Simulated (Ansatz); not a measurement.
The reference is SrTiO$_{3}$ in the cubic perovskite structure (space group Pm-3m, No. 221; a = 3.936 Å).

Levels (all Ansatz, a quantum-chemistry and plane-wave program, PAW): PBE (420 eV, spin-orbit coupling left out); r2SCAN (500 eV, scalar-relativistic without spin-orbit coupling).

Levels that relaxed their own cell: PBE and r2SCAN.

| level | lattice parameter a |
|---|---|
| PBE | 3.936 Å |
| r2SCAN | 3.907 Å |

Measured: lattice parameter a 3.89 Å (0 K or low temperature; corrected from measurement; as listed in D. I. Bilc et al., Physical Review B (2008)).

Computed minus measured — lattice parameter a: PBE +1.2 %, r2SCAN +0.4 % (closest: r2SCAN).

Stability against distortions was not tested. All final runs are without spin polarisation. Many cubic perovskites are stable only at high temperature; tilts and polar distortions were not tested.
